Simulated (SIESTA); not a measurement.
A self-consistent single point of HfO2 (P4_2/nmc, 6 atoms in the cell) with SIESTA.

Level of theory: GGA PBE+U, numerical atomic orbitals DZP, PseudoDojo PBE standard norm-conserving potentials (rewritten from UPF to PSML) (SIESTA).

```
HfO2
1.0
    3.55624     0.00000     0.00000
    0.00000     3.55624     0.00000
    0.00000     0.00000     5.16927
Hf O
2 4
Cartesian
  1.77812   1.77812   2.58464
  0.00000   0.00000   0.00000
  0.00000   1.77812   3.60407
  0.00000   1.77812   1.01943
  1.77812   0.00000   4.14984
  1.77812   0.00000   1.56520
```

Reference input (self-consistent single point, DFT, GGA PBE, numerical atomic orbitals DZP, PseudoDojo PBE standard norm-conserving potentials (rewritten from UPF to PSML)): XC.functional = GGA; XC.authors = PBE; potentials = PseudoDojo PBE standard; PAO.BasisSize = DZP; PAO.EnergyShift = 0.01 Ry; MeshCutoff = 300 Ry; kgrid.MonkhorstPack = 5 5 4; OccupationFunction = FD; ElectronicTemperature = 580.23 K; MaxSCFIterations = 150; SCF.Mixer.Method = Broyden; SCF.Mixer.Weight = 0.25. This run's input differs from it in these lines:

```diff
@@ -38,2 +38,11 @@
 ElectronicTemperature        580.23 K
+DFTU.ProjectorGenerationMethod 2
+DFTU.CutoffNorm              0.9
+DFTU.FirstIteration          true
+%block DFTU.proj
+  Hf 1
+  n=5 2
+  4.00 0.00
+  0.00 0.00
+%endblock DFTU.proj
```

Output (repeated stretches shortened):

```
        iscf     Eharris(eV)        E_KS(eV)     FreeEng(eV)     dDmax    Ef(eV) dHmax(eV)
   scf:    1    -4837.479009    -4857.995998    -4857.995998  1.548559 -2.252422  9.652160
   scf:    2    -4876.128053    -4868.996591    -4868.996591  0.231015 -4.170848  4.095698
   scf:    3    -4870.925745    -4870.568689    -4870.568689  0.151096 -2.467574  0.999300
   scf:    4    -4870.516376    -4870.549600    -4870.549600  0.060789 -2.937458  0.526985
   scf:    5    -4870.545558    -4870.613605    -4870.613605  0.045134 -3.329973  0.397684
   scf:    6    -4870.622651    -4870.611482    -4870.611482  0.018170 -3.172677  0.039467
   [... lines left out ...]
hubbard_term: recalculating local occupations   18
hubbard_term: maximum change in local occup.    0.000575
   scf:   24    -4870.388052    -4870.388052    -4870.388052  0.000021 -3.032069  0.000245
hubbard_term: recalculating local occupations   19
hubbard_term: maximum change in local occup.    0.000575
   scf:   25    -4870.388062    -4870.388062    -4870.388062  0.000014 -3.032162  0.000167
hubbard_term: recalculating local occupations   20
hubbard_term: maximum change in local occup.    0.000575
   scf:   26    -4870.388065    -4870.388065    -4870.388065  0.000010 -3.032205  0.000111
SCF Convergence by DM+H criterion
max |DM_out - DM_in|         :     0.0000096982
max |H_out - H_in|      (eV) :     0.0001110787
DFT+U population converged by dTol_pop criteria:
max |pop(DFT+U)_i - pop(DFT+U)_j|:     0.0005748059
SCF cycle converged after 26 iterations

Using DM_out to compute the final energy and forces
hubbard_term: recalculating local occupations   21
hubbard_term: maximum change in local occup.    0.000575
hubbard_term: recalculating Hamiltonian and forces

siesta: E_KS(eV) =            -4870.3797

siesta: E_KS - E_eggbox =     -4870.3797

siesta: Atomic forces (eV/Ang):
     1    0.000000    0.000000    0.000000
     2    0.000000    0.000000   -0.000000
     3    0.000000    0.000000    0.894071
     4    0.000000   -0.000000    0.894071
     5    0.000000    0.000000   -0.894071
   [... lines left out ...]
siesta: FreeEng =     -4870.379729
siesta: Cell volume =         65.375033 Ang**3
siesta:         189.76182925        197.73425487  kBar
   [... lines left out ...]
   4  6.643   1.754  -0.005   1.716   1.780   1.776  -0.116  -0.148  -0.143
   [... 5 lines left out ...]

mulliken: Qtot =       48.000

Mulliken Atomic Populations:
Atom #   charge [q] valence [e]  Species
     1     1.286631   10.713369  Hf
     2     1.286631   10.713369  Hf
     3    -0.643315    6.643315  O
     4    -0.643315    6.643315  O
     5    -0.643315    6.643315  O
     6    -0.643315    6.643315  O
 Total    -0.000000
```

The run converged in 26 iterations. Against the reference run the pressure goes from 11.62 to 18.98 GPa, the largest force goes from 0.376 to 0.894 eV/Å and the gap on the mesh goes from 4.550 to 5.308 eV.

The starting cell comes from a database of computed structures (which also holds hypothetical and non-ambient phases and stackings), without a prior relaxation at this level. Its lattice was rescaled by a random factor within 2.5 % of one. Spin-orbit coupling is off. Spin polarisation is off. The U value is a test value, and with U on an open shell several self-consistent states can exist. Values carry the incompleteness of an atom-centred basis. With a pressure of about 19 GPa the cell is away from its equilibrium volume at this level.

Cost on one core of a shared machine: roughly 2 min.
